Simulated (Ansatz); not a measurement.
BGeCN (model structure, started from the AlSiCN type, R3m, No. 160, 4 atoms in the cell) was calculated with r²SCAN in Ansatz (plane waves, PAW).

Settings: plane-wave cutoff 560 eV, 22×22×22 k mesh, Fermi–Dirac smearing 0.05 eV, scalar-relativistic PAW data made under PBE.

Cell (relaxed with PBEsol):

```xyz
4
Lattice="1.4599 0.8429 4.7817 -1.4599 0.8429 4.7817 0.0000 -1.6857 4.7817" Properties=species:S:1:pos:R:3 pbc="T T T"
B      0.0000     0.0000     0.0362
N      0.0000     0.0000    12.7428
Ge     0.0000     0.0000     7.1077
C      0.0000     0.0000     5.2171
```

Q: Predict the band gap.

A: 
- band gap: 0.75 eV (on the SCF k mesh)

Note: the relaxation could raise the start's symmetry but not lower it, so the cell can be a saddle point; cell and atoms aren't relaxed at this level (largest force component 0.45 eV/Å, pressure 0.9 GPa).

Spin–orbit coupling is not included.

A model structure was made by putting elements into a prototype or built by hand; it is no filed structure, need not be a known phase, and can be a saddle point held by its symmetry.

Ansatz is a first-principles code.
